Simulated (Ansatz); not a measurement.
Si3N4 (P6₃/m, No. 176) was calculated with PBEsol (Ansatz, a first-principles code, plane waves, PAW).

Settings: plane-wave cutoff 520 eV, 6×6×12 k mesh (along the axes of the cell as run), perturbation theory, scalar-relativistic PAW data made under PBE.

Cell (relaxed at this level):

```
N4Si3
1.0
    7.62495     0.00000     0.00000
   -3.81247     6.60340     0.00000
    0.00000     0.00000     2.91048
Si N
6 8
Direct
  0.17394   0.76756   0.25000
  0.40638   0.17394   0.75000
  0.23244   0.40638   0.25000
  0.82606   0.23244   0.75000
  0.59362   0.82606   0.25000
  0.76756   0.59362   0.75000
  0.33333   0.66667   0.25000
  0.66667   0.33333   0.75000
  0.33000   0.02961   0.25000
  0.30040   0.33000   0.75000
  0.97039   0.30040   0.25000
  0.67000   0.97039   0.75000
  0.69960   0.67000   0.25000
  0.02961   0.69960   0.75000
```

Q: What does this level give for the high-frequency dielectric constant (mean over three axes) and dielectric constant ε0 (ions relaxed) (mean over three axes)?

A: 
* **high-frequency dielectric constant (mean over three axes)**: 4.32
* **dielectric constant ε0 (ions relaxed) (mean over three axes)**: 8.27

Cost on a shared machine: around 100 core-minutes (rough).
